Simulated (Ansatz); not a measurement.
Pressure series in hypothetical R-3m RuS2

Take RuS$_{2}$ in the CdCl2 type structure (space group R-3m, No. 166; a = 3.2495 Å, c = 15.6723 Å (hexagonal axes); a hypothetical phase, not in the database extracts checked; layered, stacked along the Cartesian z axis) as the base.

Cell and atoms are relaxed at each pressure.

Method: PBEsol-D3(BJ) (Ansatz, a quantum-chemistry and plane-wave program; PAW; 420 eV plane waves; no spin-orbit coupling).

Notes on the quantities. enthalpy: H = E + PV relative to the base's energy.

```tsv
case	enthalpy	lattice parameter a
base	–	6.141 bohr
pressure −2 GPa	-0.20 eV/atom	6.249 bohr
pressure −1 GPa	-0.10 eV/atom	6.191 bohr
pressure 0.3 GPa	+0.03 eV/atom	6.126 bohr
pressure 0.7 GPa	+0.07 eV/atom	6.107 bohr
pressure 1.5 GPa	+0.15 eV/atom	6.069 bohr
pressure 3 GPa	+0.29 eV/atom	5.996 bohr
pressure 5 GPa	+0.47 eV/atom	5.911 bohr
pressure 7.5 GPa	+0.70 eV/atom	5.827 bohr
pressure 10 GPa	+0.92 eV/atom	5.760 bohr
```

Load acts through the strain it causes; cell and atoms are relaxed under it. Whether these cells are dynamically stable was not tested. No other phases were tried under pressure. The final runs are not spin-polarised. RuS2 has a high density of states at the Fermi level and may be magnetic at this level.
